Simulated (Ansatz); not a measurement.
**ZnSe: response to strain**

Base system: ZnSe in the zinc blende structure (space group F-43m, No. 216; a = 5.666 Å). Axes: x, y, z lie along the cube axes.

Strains are applied to the cell and any free atomic positions relax; under biaxial strain the out-of-plane vector relaxes too.

Calculations: r2SCAN/PAW in Ansatz (a first-principles code), without spin-orbit coupling, earlier PAW set.

Notes on the quantities. pressure: mean of the normal stresses, compression positive; energy relative to the base: free energy F.

| change | pressure | electron mass | energy relative to the base | volume per atom |
|---|---|---|---|---|
| base | 0.00 GPa | 0.12 mₑ (at Γ) | 0 meV/atom | 22.74 Å³ |
| biaxial strain −4.63 %, plane normal [001], relaxed out of plane | 2.92 GPa | 0.13 mₑ (at Γ) | +27 meV/atom | 21.77 Å³ |
| biaxial strain −1.58 %, plane normal [001], relaxed out of plane | 0.90 GPa | 0.13 mₑ (at Γ) | +3.0 meV/atom | 22.43 Å³ |
| biaxial strain +0.85 %, plane normal [110], relaxed out of plane | -0.70 GPa | – | +1.3 meV/atom | 22.99 Å³ |
| isotropic strain −1.54 % | 3.36 GPa | 0.13 mₑ (at Γ) | +10 meV/atom | 21.70 Å³ |
| isotropic strain −0.49 % | 0.99 GPa | 0.13 mₑ (at Γ) | +1.0 meV/atom | 22.41 Å³ |
| isotropic strain +0.87 % | -1.60 GPa | 0.12 mₑ (at Γ) | +3.1 meV/atom | 23.34 Å³ |
| isotropic strain +3.34 % | -5.18 GPa | 0.11 mₑ (at Γ) | +42 meV/atom | 25.09 Å³ |
| uniaxial strain ε_yy = −1.76 % | 1.19 GPa | 0.13 mₑ (at Γ) | +2.0 meV/atom | 22.34 Å³ |
| uniaxial strain ε_zz = −4.05 % | 2.91 GPa | 0.13 mₑ (at Γ) | +11 meV/atom | 21.82 Å³ |

A biaxial case was relaxed in a doubled cell and then solved in the primitive one. The levels and masses belong to the bands next to the band gap. Masses are band curvatures over ±0.01 Å⁻¹ around the edge. Stability against distortions was not tested.
